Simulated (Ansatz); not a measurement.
Ansatz (a program for electronic structure) run on Sr2Mg (I4mm, 3 atoms in the cell): relaxation of the atoms.

Level of theory: LDA (PW92), default PAW files made with PBE (plane waves; Ansatz).

The change in words: one atom moved by 0.15 angstrom; relax: default → atoms; relax.f_tol: default → 0.001 eV/Å. Reference geometry:
```yaml
crystal:
  lattice:
    - [-2.12880, 2.12880, 7.28373]
    - [2.12880, -2.12880, 7.28373]
    - [2.12880, 2.12880, -7.28373]
  atoms:
    - { symbol: Sr, position: [0.35803, 0.35803, 0.00000] }
    - { symbol: Sr, position: [0.64197, 0.64197, 0.00000] }
    - { symbol: Mg, position: [0.00000, 0.00000, 0.00000] }
```

Reference input (self-consistent single point, DFT, LDA (PW92), plane waves, default PAW files made with PBE): basis.ecutwfc = 30.9 Ry; kpoints.mp_grid.grid = 9 9 9; hamiltonian.xc = lda; hamiltonian.pseudopotentials = {kind: paw} (the program's default PAW files); scf.occupations.method = gaussian; scf.occupations.width = 0.0073 Ry. This run's input differs from it in these lines:

```diff
@@ -6,3 +6,3 @@
   atoms:
-    - { symbol: Sr, position: [0.358030, 0.358030, 0.000000] }
+    - { symbol: Sr, position: [0.368327, 0.368327, 0.000000] }
     - { symbol: Sr, position: [0.641970, 0.641970, 0.000000] }
@@ -22,2 +22,4 @@
     width: 0.0073 Ry
+relax:
+  f_tol: 0.001
 output:
```

Output, abridged:

```
   [... SCF lines of the steps left out ...]
relax step   1: F+E_penalty+E_count = -8790.26736416 eV  Δ(F+E_penalty+E_count) = +0.000e0 eV  max|allowed force component| = 2.087e-1 eV/Å  Δτ_max = 0.0000 Å  (6 SCF iters, dr2 threshold 1.00e-7 eV, accepted)
relax step   2: F+E_penalty+E_count = -8790.27792583 eV  Δ(F+E_penalty+E_count) = -1.056e-2 eV  max|allowed force component| = 9.092e-2 eV/Å  Δτ_max = 0.0473 Å  (5 SCF iters, dr2 threshold 2.72e-6 eV, accepted)
relax step   3: F+E_penalty+E_count = -8790.28065102 eV  Δ(F+E_penalty+E_count) = -2.725e-3 eV  max|allowed force component| = 5.031e-3 eV/Å  Δτ_max = 0.0375 Å  (5 SCF iters, dr2 threshold 5.17e-7 eV, accepted)
relax step   4: F+E_penalty+E_count = -8790.28066082 eV  Δ(F+E_penalty+E_count) = -9.801e-6 eV  max|allowed force component| = 2.486e-4 eV/Å  Δτ_max = 0.0025 Å  (5 SCF iters, dr2 threshold 1.58e-9 eV, accepted)
relax step   5: F+E_penalty+E_count = -8790.28066082 eV  Δ(F+E_penalty+E_count) = -1.437e-10 eV  max|allowed force component| = 2.489e-4 eV/Å  Δτ_max = 0.0000 Å  (2 SCF iters, accepted)
the relaxation is at rest under the 8 symmetry operations that the run kept from its start: a minimum is not shown …
Stability not checked: this state was not tested for a lower state beside it, because too few of the mixer's solves of this state at the end of the SCF gave a …
Free energy (F): -8790.280661 eV
Internal energy: -8790.266197 eV  (E = F + TS)
E sigma→0 (E₀):  -8790.273429 eV
Entropy (-TS):   -0.014463 eV (-4.821 meV/atom)
Fermi energy:    4.813988 eV
--- Forces (eV/Å), atoms counted from 1 ---
  atom   1  Sr    -0.00000000     0.00000000     0.00011859
   [... lines left out ...]
  F+E_penalty+E_count = -8790.28066082 eV   max|allowed force component| = 2.489e-4 eV/Å
  atoms:
    - { symbol: Sr, position: [0.36239264874823396, 0.36239264874823396, -2.3744886382672535e-33] }
    - { symbol: Sr, position: [0.6444765804623444, 0.6444765804623444, 2.4204305229189493e-33] }
    - { symbol: Mg, position: [0.003427770789421809, 0.003427770789421809, -4.594188465169564e-35] }
```

The run converged. 

Summary of the result:
* **Free energy E − TS (on the zero of these files)**: -8790.2807 eV
* **Fermi level (on the code's own zero)**: 4.81 eV
* **Pressure**: -1.92 GPa
* **Relaxation steps**: 5

The starting cell comes from a database of computed structures (which also holds hypothetical and non-ambient phases and stackings), without a prior relaxation at this level. Its lattice was rescaled by up to half a per cent. For this run, on top of that: one atom moved by 0.15 angstrom. The relaxation keeps the symmetry of its start, so its end need not be a minimum. Ansatz's pressure includes its estimate of the finite-basis (Pulay) stress.

Cost on one core of a shared machine: roughly 70 s.

Keys are those of Ansatz 0.2.
